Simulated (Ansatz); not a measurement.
By PBEsol, the system below comes out a metal.

Data:

```xyz
2
Lattice="3.3325 0.0000 0.0000 -1.6663 2.8860 0.0000 1.6663 0.9620 2.7210" Properties=species:S:1:pos:R:3 pbc="T T T"
Zr     0.0000     0.0000     0.0000
C      3.3325     1.9240     1.3605
```

The cell is taken as given; by PBEsol it stands under a pressure of -6.3 GPa.

The current flows along the normal of the first two printed cell vectors, the (111) plane of the conventional cell. No spin-orbit coupling; the value is a mean over 0.1 eV about the Fermi level.

### Question
State the ballistic conductance per area according to PBEsol (Ansatz, a program for electronic structure).

### Answer
0.26 × 10¹⁵ S/m² for both spins.
